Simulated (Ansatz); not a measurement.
**CsNO3 (Pmmn, No. 59, 10 atoms in the cell; start mp-22628)**

Calculation: PBEsol in Ansatz (plane waves, PAW).

Run with plane-wave cutoff 500 eV, 8×8×8 k mesh, gaussian smearing 0.02 eV, scalar-relativistic PAW data made under PBE.

Cell (relaxed at this level):

Space group Pmmn, origin choice 1 (No. 59); a = 5.589 Å, b = 6.115 Å, c = 5.066 Å, α = β = γ = 90.00°

| atom | site | symmetry | x | y | z |
|---|---|---|---|---|---|
| Cs | 2b | mm2 | 0.0000 | 0.5000 | 0.3990 |
| N | 2a | mm2 | 0.0000 | 0.0000 | 0.0110 |
| O | 4e | m.. | 0.5000 | 0.3220 | 0.1128 |
| O | 2a | mm2 | 0.0000 | 0.0000 | 0.2598 |

```yaml
band_gap: 3.17 eV (on the SCF k mesh)
```

Note: the relaxation could not lower the start's symmetry, so the cell can be a saddle point above a distorted one.

Spin–orbit coupling is not included.

Static lattice: no zero-point or thermal effects.

A start named mp-… is a Materials Project structure, which need not be a measured phase.

Ansatz is a program for electronic structure.
